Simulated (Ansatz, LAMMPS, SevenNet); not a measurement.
InP (model structure, started from the NiAs type, P6₃/mmc, No. 194, 4 atoms in the cell): properties by level of theory

```tsv
level (code)	lattice constant a (Å)	lattice parameter c (Å)
SevenNet-l3i5	3.898	6.603
SNAP InP_JCPA2020.snap (LAMMPS)	3.826	6.252
PBE (Ansatz)	3.878	6.635
PBEsol (Ansatz)	3.815	6.555
r²SCAN+rVV10 (Ansatz)	3.838	6.536
```

Ansatz's density-functional and Hartree–Fock values are scalar-relativistic unless marked +SOC, with PAW data made under PBE.

Static lattice: no zero-point or thermal effects.

A model structure was made by putting elements into a prototype or built by hand; it is no filed structure, need not be a known phase, and can be a saddle point held by its symmetry.

Ansatz is an electronic-structure program.
